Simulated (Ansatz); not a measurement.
Take NbAgO$_{3}$ in the cubic perovskite structure (space group Pm-3m, No. 221; a = 3.950 Å; a cell from a computed database, its experimental status unchecked) as the base.

Modification: a hydrostatic pressure of 5 GPa.

Levels (all Ansatz, a quantum-chemistry and plane-wave program, PAW, earlier PAW set): PBEsol (420 eV, spin-orbit coupling left out); HSE06 (420 eV, without spin-orbit coupling); PBEsol+SOC (420 eV, with spin-orbit coupling).

One geometry, relaxed with PBEsol, under each level:

```json
[
 {"level": "PBEsol", "band gap": "1.43 eV", "lowest conduction level above the VBM at special points": "X 1.43 eV; Γ 1.63 eV; R 3.36 eV", "pressure": "5.00 GPa"},
 {"level": "HSE06", "band gap": "___", "lowest conduction level above the VBM at special points": "___", "pressure": "–"},
 {"level": "PBEsol+SOC", "band gap": "1.41 eV", "lowest conduction level above the VBM at special points": "X 1.41 eV; Γ 1.56 eV; R 3.34 eV; M 4.17 eV", "pressure": "4.98 GPa"}
]
```

**Question.** Give the withheld HSE06 results.

**Answer.** 
- HSE06, band gap: 2.78 eV
- HSE06, lowest conduction level above the VBM at special points: X 2.78 eV; Γ 2.93 eV; R 5.37 eV

Single points use the geometry relaxed with PBEsol. HSE06 gaps are upper bounds (no full band path). Differences between runs with and without spin-orbit coupling are approximate. Load acts through the strain it causes; cell and atoms are relaxed under it. Stability against distortions was not tested. No other phases were tried under pressure. Many cubic perovskites are stable only at high temperature; tilts and polar distortions were not tested.
